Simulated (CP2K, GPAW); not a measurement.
A GPAW input for a self-consistent single point of ZrTiNi₂ (Amm2, 4 atoms in the cell) (DFT LDA (Perdew-Wang 92), plane waves, GPAW PAW datasets LDA (gpaw-data 1.0.1)):

```python
from ase import Atoms
from ase.units import GPa
from gpaw import GPAW, PW

atoms = Atoms(['Zr', 'Ti', 'Ni', 'Ni'],
              cell=[[4.100303, 0.000000, 0.000000],
                    [0.000000, 1.563489, 4.867119],
                    [0.000000, -1.563489, 4.867119]],
              scaled_positions=[[0.500000, 0.144410, 0.144410],
                                [0.000000, 0.862020, 0.862020],
                                [0.000000, 0.579090, 0.579090],
                                [0.500000, 0.414470, 0.414470]],
              pbc=True)

calc = GPAW(mode=PW(850),
            xc='LDA',
            kpts={'size': (6, 8, 8), 'gamma': True},
            occupations={'name': 'methfessel-paxton', 'width': 0.1, 'order': 0},
            nbands=-10,
            convergence={'density': 1e-05},
            symmetry={'symmorphic': False, 'tolerance': 0.0005},
            maxiter=120)

atoms.calc = calc

energy = atoms.get_potential_energy()
print('Energy (eV):', round(energy, 6))
forces = atoms.get_forces()
print('Forces (eV/Ang):')
print(forces.round(5))
stress = atoms.get_stress()
print('Stress (GPa, Voigt):', (stress / GPa).round(4))
```

Translate this input to CP2K.

This is the input that was run; spellings and numerical settings could be chosen otherwise.

```
&GLOBAL
  PROJECT run
  RUN_TYPE ENERGY_FORCE
  PRINT_LEVEL MEDIUM
&END GLOBAL
&FORCE_EVAL
  METHOD Quickstep
  STRESS_TENSOR ANALYTICAL
  &DFT
    BASIS_SET_FILE_NAME BASIS_MOLOPT
    POTENTIAL_FILE_NAME GTH_POTENTIALS
    &QS
      METHOD GPW
      EPS_DEFAULT 1E-10
    &END QS
    &MGRID
      CUTOFF 600
      REL_CUTOFF 50
      NGRIDS 5
    &END MGRID
    &SCF
      SCF_GUESS ATOMIC
      EPS_SCF 1E-6
      MAX_SCF 100
      ADDED_MOS 11
      &DIAGONALIZATION
        ALGORITHM STANDARD
      &END DIAGONALIZATION
      &MIXING
        METHOD BROYDEN_MIXING
        ALPHA 0.3
        NBUFFER 12
        BETA 1.5
      &END MIXING
      &SMEAR ON
        METHOD GAUSSIAN
        SIGMA [eV] 0.1
      &END SMEAR
    &END SCF
    &KPOINTS
      SCHEME MONKHORST-PACK 6 8 8
      GAMMA_CENTERED T
    &END KPOINTS
    &XC
      &XC_FUNCTIONAL PADE
      &END XC_FUNCTIONAL
    &END XC
    &PRINT
      &MO
        EIGENVALUES T
        OCCUPATION_NUMBERS T
        NDIGITS 8
        FILENAME mo
        &EACH
          QS_SCF 0
        &END EACH
        ADD_LAST NUMERIC
      &END MO
      &MULLIKEN ON
      &END MULLIKEN
    &END PRINT
  &END DFT
  &SUBSYS
    &CELL
      A 4.10030300 0.00000000 0.00000000
      B 0.00000000 5.11207800 0.00000000
      C 0.00000000 4.15571700 2.97714000
      PERIODIC XYZ
    &END CELL
    &COORD
      SCALED
      Zr       0.50000000     0.14441000     0.14441000
      Ti       0.00000000     0.86202000     0.86202000
      Ni       0.00000000     0.57909000     0.57909000
      Ni       0.50000000     0.41447000     0.41447000
    &END COORD
    &KIND Zr
      BASIS_SET DZVP-MOLOPT-SR-GTH-q12
      POTENTIAL GTH-PADE-q12
    &END KIND
    &KIND Ti
      BASIS_SET DZVP-MOLOPT-SR-GTH-q12
      POTENTIAL GTH-PADE-q12
    &END KIND
    &KIND Ni
      BASIS_SET DZVP-MOLOPT-SR-GTH-q18
      POTENTIAL GTH-PADE-q18
    &END KIND
  &END SUBSYS
  &PRINT
    &FORCES ON
    &END FORCES
    &STRESS_TENSOR ON
    &END STRESS_TENSOR
  &END PRINT
&END FORCE_EVAL
```

Basis settings and potentials, where a program has them, do not carry over. This input uses DFT LDA (Pade form), GPW, DZVP-MOLOPT-SR-GTH basis, GTH-PADE potentials (GTH_POTENTIALS). LDA parametrisations can differ slightly between programs.

The starting cell comes from a database of computed structures (which also holds hypothetical and non-ambient phases and stackings), without a prior relaxation at this level. Its lattice was rescaled by a random factor within 2.5 % of one.
